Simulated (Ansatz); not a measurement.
Take AlHO2 (space group Pnnm, No. 58; a cell from a computed database, its experimental status unchecked) as the base.

```xyz
8
Lattice="4.1599 0.0000 0.0000 0.0000 4.6943 0.0000 0.0000 0.0000 2.8400" Properties=species:S:1:pos:R:3 pbc="T T T"
Al     2.0800     2.3472     1.4200
Al     0.0000     0.0000     0.0000
H      2.0800     0.0000     1.4200
H      0.0000     2.3472     0.0000
O      3.0760     0.6870     1.4200
O      1.0839     4.0073     1.4200
O      0.9961     1.6601     0.0000
O      3.1638     3.0342     0.0000
```

Cartesian axes are those of the cell as printed.

Levels (all Ansatz, a first-principles code, PAW): PBEsol (420 eV, scalar-relativistic without spin-orbit coupling); HSE06 (420 eV, scalar-relativistic without spin-orbit coupling).

Its gap is 6.08 eV with PBEsol and 8.00 eV with HSE06.

Now apply this change: biaxial strain +2.21 %, plane normal [001], relaxed out of plane (Cartesian); in-plane vectors clamped, the third vector and the atoms free.

With PBEsol the gap becomes 5.71 eV.

Problem. If the HSE06 correction stayed the same, what would the HSE06 gap be, and what does the HSE06 run give?

Solution. A rigid correction of +1.92 eV gives 7.63 eV. The HSE06 run gives 7.63 eV, so the two effects roughly add.

Single points use the geometry relaxed with PBEsol. Whether these cells are dynamically stable was not tested.
